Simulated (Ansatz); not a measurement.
The starting structures come from a database of crystals and need not be the phases stable at ambient conditions.

Inside the gap of an insulator the Bloch states are evanescent, with a wavenumber k + iκ along the transport direction.

Here is the system:

```
CELL_PARAMETERS angstrom
      4.99068     0.00000     0.00000
      1.66356     5.14666     0.00000
      2.49534     0.00000     1.44069
ATOMIC_POSITIONS crystal
  Na 0.00000 0.00000 0.00000
  Co 0.50000 0.50000 0.00000
  O  0.76941 0.69178 0.00000
  O  0.23059 0.30822 0.00000
```

Space group of this cell: R-3m. The cell is taken as given; by PBEsol its mean pressure is -1.2 GPa.

Transport runs along the normal of the first two printed cell vectors, the (110) plane of the conventional cell.

The gap is the functional's own, uncorrected, and κ follows it; spin-orbit coupling is left out. Mid-gap values are interpolated between the computed energies.

**Question.** Give the band gap and the smallest decay constant κ at mid-gap that PBEsol (Ansatz, a program for electronic structure) yields.

**Answer.** Gap 0.86 eV on a 20×20×20 mesh; κ = 0.270 1/Å, at (-0.167, 0.333) of the in-plane reciprocal vectors. At the zone centre, at the nearest computed energy, the slowest state has κ = 0.39 1/Å.
